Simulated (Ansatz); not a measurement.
The reference is PbS in the rock salt structure (space group Fm-3m, No. 225; a = 5.8450 Å). Axes: x, y, z lie along the cube axes.

Level of theory: Ansatz (a quantum-chemistry and plane-wave program) LDA, scalar-relativistic without spin-orbit coupling.

For the base:

| Item | Value |
|---|---|
| Pressure | 0.00 GPa |

Now apply this change: compressive biaxial strain of 1.50 % in the plane normal to [001], as in epitaxy on a mismatched substrate; the out-of-plane cell vector and the atoms relax.

How does this affect the energy relative to the base, pressure and ratio −ε⊥/ε∥?

The energy increases by 6.5 meV/atom; the pressure (mean of the normal stresses, compression positive) goes from zero to 1.92 GPa; the ratio −ε⊥/ε∥ amounts to 0.19.

No phonon test of stability was made.
